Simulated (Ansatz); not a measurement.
The cell is built on a prototype and need not be the phase stable at ambient conditions.

By r2SCAN, the system below comes out a metal.

A figure of merit of an interconnect metal is its ballistic conductance per area.

Given:

```yaml
crystal:
  lattice:
    - [6.40361, 0.00000, 0.00000]
    - [0.00000, 6.40075, 0.00000]
    - [0.00000, 3.20037, 1.84774]
  atoms:
    - { symbol: Ga, position: [0.00000, 0.00000, 0.00000] }
    - { symbol: Ga, position: [0.50000, 0.00000, 0.00000] }
    - { symbol: As, position: [0.75000, 0.66667, 0.00000] }
    - { symbol: As, position: [0.25000, 0.33333, 0.00000] }
```

Space group of this cell: P6_3/mmc, NiAs type. The cell was relaxed by PBE-D3(BJ); by r2SCAN its mean pressure is 0.6 GPa.

The current flows along the normal of the first two printed cell vectors. No spin-orbit coupling; the value is a mean over 0.1 eV about the Fermi level.

Q: Give the ballistic conductance per area that r2SCAN (Ansatz, a first-principles code) yields.

A: 0.78 × 10¹⁵ S/m² for both spins.
